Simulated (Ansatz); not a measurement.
The starting structures come from a database of crystals and need not be the phases stable at ambient conditions.

Inside the gap of an insulator the Bloch states are evanescent, with a wavenumber k + iκ along the transport direction.

Given:

```xyz
12
Lattice="3.7730 0.0000 0.0000 0.0000 5.9868 0.0000 0.0000 0.0000 9.0732" Properties=species:S:1:pos:R:3 pbc="T T T"
Ti     2.8297     2.9208     7.8406
Ti     0.9432     3.0660     1.2326
Ti     0.9432     0.0726     3.3040
Ti     2.8297     5.9142     5.7692
O      0.9432     2.7678     8.3321
O      2.8297     3.2190     0.7411
O      2.8297     0.2256     3.7955
O      0.9432     5.7612     5.2777
O      2.8297     4.4069     6.8460
O      0.9432     1.5799     2.2272
O      0.9432     4.5733     2.3094
O      2.8297     1.4135     6.7638
```

Space group of this cell: Pnma. The cell is taken as given; by r2SCAN its mean pressure is -3.5 GPa.

Transport runs along the normal of the first two printed cell vectors.

No gap correction and no spin-orbit coupling; mid-gap values are interpolated between computed energies.

Problem. Compute, with r2SCAN in Ansatz (a quantum-chemistry and plane-wave program), the band gap and the smallest decay constant κ at mid-gap.

Solution. Gap 3.37 eV on a 8×6×4 mesh; κ = 0.477 1/Å, at (0.375, 0.000) of the in-plane reciprocal vectors. At the zone centre, at the nearest computed energy, the slowest state has κ = 0.62 1/Å.
